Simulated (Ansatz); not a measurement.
Several settings converged on a (111) slab of YGe (cut from a parent of space group no. 63; 12 atoms in the cell)

```
CELL_PARAMETERS angstrom
      5.79125     0.00000     0.00000
      1.59296     5.62546     0.00000
      0.00000     0.00000    21.81140
ATOMIC_POSITIONS crystal
  Ge 0.64441 0.32190 0.41416
  Ge 0.39834 0.15818 0.32793
  Ge 0.50766 0.81905 0.54312
  Ge 0.26160 0.65533 0.45688
  Ge 0.37091 0.31620 0.67207
  Ge 0.12485 0.15249 0.58584
  Y  0.29730 0.68545 0.32093
  Y  0.74546 0.79463 0.42116
  Y  0.16055 0.18260 0.44988
  Y  0.60871 0.29178 0.55011
  Y  0.02380 0.67976 0.57884
  Y  0.47196 0.78893 0.67907
```

Base method: PBEsol, default PAW files made with PBE (plane waves; Ansatz, a quantum-chemistry and plane-wave program).

Base settings: basis.ecutwfc = 30.9 Ry; kpoints.mp_grid.grid = 3 3 1; hamiltonian.xc = pbesol; hamiltonian.pseudopotentials = {kind: paw} (the program's default PAW files); scf.occupations.method = fermi_dirac; scf.occupations.width = 0.0073 Ry.

The count of work is k-points × plane waves × bands × iterations; it is no time. Core times come from one kind of shared machine, to one figure; runs under 30 s give none.

**The vacuum**

The mesh stays at the base's, so the ladder's end is converged at best in this setting alone.

Only quantities that move along the ladder and can be compared are tabulated.

| vacuum between outermost atoms (Å) | free energy less the last step's (meV/atom) | largest difference of a force vector from the last step's (eV/Å) | count of work / last |
|---|---|---|---|
| 3.0 | -70.04 | 0.585 | 0.29 |
| 4.0 | -33.94 | 0.631 | 0.35 |
| 5.0 | -9.11 | 0.266 | 0.34 |
| 6.0 | -1.56 | 0.067 | 0.36 |
| 7.0 | -0.23 | 0.013 | 0.39 |
| 8.0 | -0.06 | 0.004 | 0.42 |
| 10.0 | -0.01 | 0.001 | 0.47 |
| 12.0 | 0.00 | 0.000 | 0.52 |
| 14.0 | 0.00 | 0.000 | 0.58 |
| 17.0 | 0.00 | 0.000 | 0.66 |
| 20.0 | 0.00 | 0.000 | 0.74 |
| 25.0 | 0.00 | 0.000 | 0.87 |
| 30.0 | 0.00 | 0.000 | 1.0 |

Smallest vacuum between outermost atoms (Å) that holds the free energy within 0.5 meV/atom of the last step, with all finer ones: 7.0, at 0.39 of the last step's count of work; the step before is off by 1.6 meV/atom.

Smallest vacuum between outermost atoms (Å) that holds the forces within 0.02 eV/Å of the last step, with all finer ones: 7.0, at 0.39 of the last step's count of work; the step before is off by 0.067 eV/Å.

**The plane-wave cutoff**

The mesh stays at the base's, so the ladder's end is converged at best in this setting alone.

Only quantities that move along the ladder and can be compared are tabulated.

```tsv
basis.ecutwfc	free energy less the last step's (meV/atom)	largest difference of a force vector from the last step's (eV/Å)	count of work / last
15.4 Ry	3239.19	0.045	0.14
18.4 Ry	647.72	0.023	0.18
21.7 Ry	85.04	0.024	0.21
26.1 Ry	3.67	0.001	0.27
30.9 Ry	0.76	0.000	0.36
37.1 Ry	0.20	0.000	0.47
46.3 Ry	0.07	0.000	0.65
61.7 Ry	0.00	0.000	1.0
```

Coarsest basis.ecutwfc that holds the free energy within 1 meV/atom of the last step, with all finer ones: 30.9 Ry, at 0.36 of the last step's count of work; the step before is off by 3.7 meV/atom.

Coarsest basis.ecutwfc that holds the forces within 0.005 eV/Å of the last step, with all finer ones: 26.1 Ry, at 0.27 of the last step's count of work; the step before is off by 0.024 eV/Å.

**The k-point mesh**

Only quantities that move along the ladder and can be compared are tabulated.

```tsv
kpoints.mp_grid.grid	free energy less the last step's (meV/atom)	largest difference of a force vector from the last step's (eV/Å)	count of work / last	core time / last (rough)
1 1 1	319.39	2.410	0.016	–
2 2 1	-30.22	0.202	0.047	–
3 3 1	-2.93	0.066	0.059	–
4 4 1	0.08	0.025	0.12	0.09
5 5 1	0.35	0.009	0.15	0.1
6 6 1	0.15	0.004	0.24	0.2
7 7 1	0.02	0.002	0.29	0.2
8 8 1	0.00	0.001	0.40	0.3
10 10 1	0.01	0.000	0.61	0.5
11 11 1	0.00	0.000	0.72	0.6
13 13 1	0.00	0.000	1.0	1
```

Coarsest kpoints.mp_grid.grid that holds the forces within 0.02 eV/Å of the last step, with all finer ones: 5 5 1, at 0.15 of the last step's count of work and about 0.1 of the last step's time; the step before is off by 0.025 eV/Å.

Coarsest kpoints.mp_grid.grid that holds the free energy within 2 meV/atom of the last step, with all finer ones: 4 4 1, at 0.12 of the last step's count of work and about 0.09 of the last step's time; the step before is off by 2.9 meV/atom.

On the base run: the starting cell comes from a database of computed structures (which also holds hypothetical and non-ambient phases and stackings), without a prior relaxation at this level. The slab is cut from that crystal, and its faces are unrelaxed. Its lattice was rescaled by up to half a per cent. Spin polarisation is off, though cut faces can carry moments; the slab shows no gap. In the base run, forces exceed 1 eV/Å. Without a gap this mesh is coarse (it stands for a supercell whose shortest in-plane vector is 17 Å).

Left out of this page: 1 run of the series stopped by limits of time or memory.

Keys are those of Ansatz 0.2.
